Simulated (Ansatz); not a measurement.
**HfN (model structure, started from the CoSn type, P6/mmm, No. 191, 6 atoms in the cell): c axis length by level of theory**

No measured value is used here.

```tsv
level (code)	value (Å)
PBE (Ansatz)	3.209
PBEsol (Ansatz)	3.180
PBE-D3(BJ) (Ansatz)	(withheld)
```

### Question
Fill in the missing entries.

### Answer

- PBE-D3(BJ) (Ansatz, a first-principles code), value (Å): 3.195

Density-functional levels without +SOC have no spin–orbit coupling. Ansatz's density-functional and Hartree–Fock values are scalar-relativistic unless marked +SOC, with PAW data made under PBE.

A model structure was made by putting elements into a prototype or built by hand; it is no filed structure, need not be a known phase, and can be a saddle point held by its symmetry.
